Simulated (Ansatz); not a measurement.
System: O vacancy in polar orthorhombic HfO2 with all lengths changed by -1 % (charge state +2). Method: PBE, PAW (plane waves to 420 eV; Ansatz, a program for electronic structure).

Cell of 96 host sites held at the strained lattice (strain from the relaxed PBE one, atoms relaxed); the Γ point alone; Fermi-Dirac width 0.01 eV, spin-restricted; finite-size errors left in. No zero-point or tunnelling terms. Spin-orbit coupling is left out. The host's phase is taken as given; its stability against other phases was not computed. The charge state is imposed; whether it is stable for some Fermi level was not computed. Forms of the defect that were not tried may lie lower.

Barriers: single points on a 2×2×2 k-point mesh shifted by half a step at the bands' geometries.

The step: a nearby O atom hops onto the vacant site. Atoms about the jump, Cartesian Å from the middle of the jump, before and after:

```csv
atom,x0,y0,z0,x1,y1,z1
O1,1.15,0.31,-0.01,-1.15,-0.31,0.01
Hf2,-0.27,1.57,0.84,-0.55,1.43,0.83
Hf3,-0.64,-1.40,-1.96,-0.68,-1.31,-1.81
O4,0.64,-2.26,-0.56,0.78,-2.18,-0.48
O5,0.14,0.38,-2.50,0.22,0.39,-2.47
O6,0.17,0.41,2.55,0.27,0.29,2.36
Hf7,2.24,-1.31,0.72,2.35,-1.52,0.84
O8,0.75,2.81,-0.51,0.71,2.40,-0.50
O9,-1.91,-2.35,-0.50,-1.88,-2.69,-0.53
O10,0.83,-2.25,1.98,0.88,-2.35,2.04
O11,-1.85,2.23,-0.48,-2.00,2.35,-0.49
Hf12,1.89,1.37,-1.80,1.98,1.45,-1.96
O13,-2.41,-0.33,-2.47,-2.44,-0.32,-2.50
O14,-2.35,-0.24,2.36,-2.40,-0.28,2.51
Hf15,-3.17,-1.37,0.83,-2.96,-1.33,0.73
Hf16,-0.71,-1.31,3.25,-0.69,-1.33,3.25
Hf17,-0.38,-3.62,0.75,-0.35,-3.66,0.74
O18,-1.82,-2.68,2.00,-1.74,-2.68,2.00
O19,0.87,2.79,2.01,0.81,2.73,2.00
O20,2.75,-0.34,-2.48,2.76,-0.32,-2.50
O21,-3.77,0.36,0.01,-3.89,0.35,0.03
O22,-1.75,2.40,2.04,-1.82,2.36,2.06
O23,0.86,-2.30,-3.10,0.86,-2.29,-3.04
O24,2.77,-0.32,2.55,2.79,-0.36,2.55
O25,3.97,-0.30,0.03,3.77,-0.25,-0.01
Hf26,-3.31,1.36,-1.81,-3.34,1.36,-1.79
```

Question: Give the saddle-point geometry and the barrier.

Answer: 
```json
[
 {"atom": "O1", "x": "-0.10", "y": "-0.20", "z": "-0.04"},
 {"atom": "Hf2", "x": "-0.43", "y": "1.50", "z": "0.87"},
 {"atom": "Hf3", "x": "-0.56", "y": "-1.27", "z": "-1.80"},
 {"atom": "O4", "x": "0.74", "y": "-2.42", "z": "-0.54"},
 {"atom": "O5", "x": "0.23", "y": "0.40", "z": "-2.61"},
 {"atom": "O6", "x": "0.17", "y": "0.43", "z": "2.61"},
 {"atom": "Hf7", "x": "2.25", "y": "-1.47", "z": "0.76"},
 {"atom": "O8", "x": "0.75", "y": "2.54", "z": "-0.52"},
 {"atom": "O9", "x": "-1.91", "y": "-2.47", "z": "-0.48"},
 {"atom": "O10", "x": "0.82", "y": "-2.29", "z": "2.01"},
 {"atom": "O11", "x": "-1.94", "y": "2.29", "z": "-0.47"},
 {"atom": "Hf12", "x": "1.95", "y": "1.46", "z": "-1.96"},
 {"atom": "O13", "x": "-2.37", "y": "-0.31", "z": "-2.42"},
 {"atom": "O14", "x": "-2.37", "y": "-0.23", "z": "2.38"},
 {"atom": "Hf15", "x": "-3.12", "y": "-1.39", "z": "0.82"},
 {"atom": "Hf16", "x": "-0.72", "y": "-1.30", "z": "3.26"},
 {"atom": "Hf17", "x": "-0.38", "y": "-3.66", "z": "0.75"},
 {"atom": "O18", "x": "-1.81", "y": "-2.69", "z": "2.02"},
 {"atom": "O19", "x": "0.84", "y": "2.76", "z": "1.99"},
 {"atom": "O20", "x": "2.74", "y": "-0.34", "z": "-2.45"},
 {"atom": "O21", "x": "-3.82", "y": "0.34", "z": "0.02"},
 {"atom": "O22", "x": "-1.83", "y": "2.40", "z": "2.06"},
 {"atom": "O23", "x": "0.86", "y": "-2.28", "z": "-3.04"},
 {"atom": "O24", "x": "2.74", "y": "-0.33", "z": "2.51"},
 {"atom": "O25", "x": "3.81", "y": "-0.28", "z": "0.02"},
 {"atom": "Hf26", "x": "-3.32", "y": "1.37", "z": "-1.80"}
]
```
It lies 0.62 eV above the start and 0.62 eV above the end. The saddle point's order was not checked.
